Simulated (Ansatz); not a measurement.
# GaSb, pressure series

The parent structure is GaSb in the zinc blende structure (space group F-43m, No. 216; a = 6.132 Å).

Cell and atoms are relaxed at each pressure.

All numbers come from Ansatz (an electronic-structure program), r2SCAN, PAW, cutoff 500 eV, no spin-orbit coupling.

```
pressure (GPa)  volume per atom (Å³/atom)
--------------  -------------------------
-1                                 29.410
0                                  28.827
0.9                                     ?
2.1                                27.809
4.5                                26.849
9                                  25.423
15                                 23.998
22.5                               22.646
30                                 21.595
```

Problem. Fit the third-order Birch–Murnaghan form P(V) = (3B₀/2)[(V₀/V)^(7/3) − (V₀/V)^(5/3)]·[1 + (3/4)(B₀′ − 4)((V₀/V)^(2/3) − 1)] (squares taken in P) to the rows shown and predict the withheld row.

Solution. Least squares on the printed values gives V₀ = 28.832 Å³/atom, B₀ = 53.9 GPa, B₀′ = 4.5; this predicts 28.371 Å³/atom, and the run gives 28.374 Å³/atom, 0.003 higher.

Measured bulk modulus of GaSb: 57 GPa (temperature not stated; as listed in Cormac Toher et al., Physical Review Materials (2017)); the computed value is for a static lattice, so the two differ by thermal effects too.

Load acts through the strain it causes; cell and atoms are relaxed under it. No phonon test of stability was made. Tetrahedral semiconductors of this kind turn to denser phases somewhere between about 1 and 50 GPa; those were not computed, so compressed cells here can lie past the real transition.
